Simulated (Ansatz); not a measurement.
Structures of equal composition on the (0001) surface of 4H silicon carbide (Si plane on top): (√3x√3)R30° Ga adatom at H3; (√3x√3)R30° Ga adatom at T4. The slabs share one bottom face, and each structure is named by its start. These are constructed structures in small cells; real faces may alloy, dewet or reconstruct in larger ones, and not all known structures of the face are among them. Slabs of about 10 Å, Fermi-Dirac smearing of 0.025 eV. Bottom of the slabs: H caps. Relaxed from the named starts with such symmetry as they have, on meshes of like density; energies extrapolated to zero smearing; spin only where a row says so; no spin-orbit coupling, no U. Brackets mark spin-polarised runs, whose order is one that fits the cell. Where a second, spin-polarised start was run, the lower counts.

Computed with PBE (plane waves to 420 eV, PAW; Ansatz, an electronic-structure program).

Order them by energy per 1x1 cell (lowest first) at the level PBE.

(√3x√3)R30° Ga adatom at T4 (0.000 eV, gap 1.65 eV on the mesh), (√3x√3)R30° Ga adatom at H3 (0.169 eV, gap 1.23 eV on the mesh)
